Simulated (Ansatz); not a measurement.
**SiC: strain tensor (xx, yy, zz, yz, xz, xy) = (+0.37, −0.58, +1.66, −0.30, −2.12, +1.21) %**

Start from SiC (space group P6_3mc, No. 186; a = 3.078 Å, c = 10.076 Å). Axes: x lies along a and z along c of the hexagonal cell.

It is then changed as follows: the symmetric strain tensor [0.0037 0.0120 -0.0212; 0.0120 -0.0058 -0.0030; -0.0212 -0.0030 0.0166]; the atoms relax in the strained cell.

The values are results of DFT with r2SCAN, PAW potentials and a 500 eV plane-wave cutoff in Ansatz (an electronic-structure program), spin-orbit coupling left out, not measurements. Settings: 12×12×4 k-points, 0.05 eV Fermi–Dirac smearing.

```json
[
 {"quantity": "space group", "base": "P6_3mc (No. 186)", "changed": "P1 (No. 1)", "shift": "–"},
 {"quantity": "shortest interatomic distance", "base": "1.883 Å", "changed": "1.870 Å", "shift": "-0.013 Å"},
 {"quantity": "energy relative to the base (free energy F)", "base": "0 meV/atom", "changed": "+19 meV/atom", "shift": "+19 meV/atom"},
 {"quantity": "pressure (mean of the normal stresses, compression positive)", "base": "0.00 GPa", "changed": "-2.97 GPa", "shift": "-2.97 GPa"},
 {"quantity": "band gap", "base": "2.60 eV", "changed": "2.24 eV", "shift": "-0.36 eV"},
 {"quantity": "gap character", "base": "–", "changed": "indirect, Γ → U₂", "shift": "–"},
 {"quantity": "smallest direct gap", "base": "3.78 eV", "changed": "3.46 eV", "shift": "-0.32 eV"},
 {"quantity": "valence-band top at Γ (three highest levels, from the VBM)", "base": "0.00, 0.00, -0.05 eV", "changed": "0.00, -0.16, -0.45 eV", "shift": "–"},
 {"quantity": "valley order (the lowest conduction-band minima on the path, energy above the VBM, named in the base's zone)", "base": "M (1/2, 0, 0) 2.60 eV; H (1/3, 1/3, 1/2) 3.67 eV", "changed": "M (1/2, 1/2, 0) 2.24 eV; M (1/2, 0, 0) 2.32 eV; M (0, 1/2, 0) 2.33 eV; L (1/2, 1/2, 1/2) 2.69 eV", "shift": "–"},
 {"quantity": "stress (xx, yy, zz, yz, xz, xy; compression positive)", "base": "–", "changed": "(-2.27, 2.22, -8.86, 1.18, 7.11, -5.15) GPa", "shift": "–"}
]
```

Final structure:

```yaml
crystal:
  lattice:
    - [3.08899, 0.03709, -0.06525]
    - [-1.51238, 2.63129, 0.02476]
    - [-0.21362, -0.02973, 10.24356]
  atoms:
    - { symbol: Si, position: [0.00066, 0.99987, 0.99992] }
    - { symbol: Si, position: [0.99596, 0.99991, 0.49985] }
    - { symbol: Si, position: [0.66165, 0.33269, 0.74983] }
    - { symbol: Si, position: [0.33470, 0.66687, 0.24997] }
    - { symbol: C, position: [0.00186, 0.00059, 0.81323] }
    - { symbol: C, position: [0.00089, 0.99952, 0.31321] }
    - { symbol: C, position: [0.66260, 0.33260, 0.56252] }
    - { symbol: C, position: [0.34168, 0.66796, 0.06274] }
```

Stability against distortions was not tested. Labels are those of the standard path for the cell's own space group.
